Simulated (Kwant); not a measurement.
Device: GaAs/Al0.3Ga0.7As stack with 3 barriers. One parabolic valley. Leads of mass 0.067 mₑ with the band edge at 0; grid 0.1 nm; bias swept from 0.0096 to 0.36 V, dropping linearly over the stack. Emitter Fermi level 0.018 eV, 4 K, equal in the collector.

```tsv
layer	thickness (nm)	band offset (eV)	mass (mₑ)
1	2.9	0.24	0.092
2	5.9	0	0.067
3	2.9	0.24	0.092
4	5.9	0	0.067
5	2.9	0.24	0.092
```

Constants are typed, rounded textbook-type inputs, not results; the design itself was drawn at random and stands for no fabricated device.

Kwant, one-band effective-mass tight-binding model in one dimension, coherent, no space charge, current by the Tsu-Esaki formula.

Sweep values stay those of the base run.

The temperature was swept, all else fixed.

| temperature (K) | J (A/cm²) at bias = 0.3600 V | J (A/cm²) at bias = 0.2633 V |
|---|---|---|
| 4 | 527 | 173 |
| 77 | … | … |
| 150 | 1490 | 1740 |
| 300 | 12500 | 11000 |

Task: What belongs in the gaps?

Result: 
- 77, J (A/cm²) at bias = 0.3600 V: 780
- 77, J (A/cm²) at bias = 0.2633 V: 424
